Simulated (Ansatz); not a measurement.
Sc2Al (model structure, started from the MoSi2 type, I4/mmm, No. 139, 3 atoms in the cell): bulk modulus by level of theory

No measured value is used here.

```tsv
level (code)	value (GPa)	cell (Å³/atom)
LDA (Ansatz)	(withheld)	19.85
PBEsol (Ansatz)	71.4	20.62
r²SCAN (Ansatz)	70.5	21.26
```

Question: Some entries are withheld; supply them.

Answer: 
- LDA (Ansatz, an electronic-structure program), value (GPa): 75.9

The crystal itself was run without spin with LDA, PBEsol, r²SCAN; a magnetic state was not tried in these runs. LDA, PBEsol, r²SCAN: the bulk modulus is −V dP/dV from two relaxed cells at ±2 % in volume. Each level is taken at its own relaxed cell. Cutoffs differ between the levels. Ansatz's density-functional and Hartree–Fock values are scalar-relativistic unless marked +SOC, with PAW data made under PBE.

A model structure was made by putting elements into a prototype or built by hand; it is no filed structure, need not be a known phase, and can be a saddle point held by its symmetry.
